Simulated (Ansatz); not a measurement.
Results of HSE06 in Ansatz (plane waves, PAW) for rock-salt NaH.

Run with plane-wave cutoff 460 eV, 10×10×10 k mesh, Fermi–Dirac smearing 0.01 eV, scalar-relativistic PAW data made under PBE.

The cell is scaled about its equilibrium volume:

```
V (Å³/atom)  P (GPa)  direct gap at Γ (eV)  smallest gap on the k mesh (eV)
-----------  -------  --------------------  -------------------------------
13.175          1.36                16.797                            4.961
13.521          0.64                16.460                            4.907
13.823          0.08                16.178                            4.862
14.215         -0.57                15.827                            4.805
14.561         -1.07                15.529                            4.757
```

The fundamental gap (4.84 eV at the equilibrium volume, with added k points) lies elsewhere than Γ–Γ.

Ansatz is a first-principles code.
